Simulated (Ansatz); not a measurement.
## Defect calculation: Na on the Mg site in rock-salt MgO

The numbers are results of PBE, PAW (plane waves to 420 eV; Ansatz, a first-principles code), not measurements. Cell: 64 sites, 2×2×2; final energies on a 2×2×2 shifted mesh. Site at the start: the Mg site. Charged cells carry a point-charge image correction with potential alignment at far atoms. Dielectric constants: PBE linear response of the host. Host gap at this level: 4.46 eV. These values are not converged in cell size to better than tenths of an eV. Levels are measured in PBE's own, too narrow, gap. Spin–orbit coupling is left out. Each state is the lowest found from its start.

```
charge         moment (μB)  point group  largest move off a lattice site (Å)  image correction with alignment (eV)
------  ------------------  -----------  -----------------------------------  ------------------------------------
+1†     not spin-polarised            –                                 0.11                                  0.02
0†                     1.0            –                                 0.11                                  0.00
−1      not spin-polarised           Oh                                 0.11                                  0.24
```

† Not settled in this cell, so no level is given: charge +1: a level filled in part, carriers not clearly localised, level within 0.1 eV of a band edge or past it; charge 0: a level filled in part, carriers not clearly localised.

Point groups are those of the whole cell at tolerances of 0.03 and 0.1 Å ("near" where only the looser one holds); none is given for unsettled states.

All states together cost very roughly 29 core-minutes.
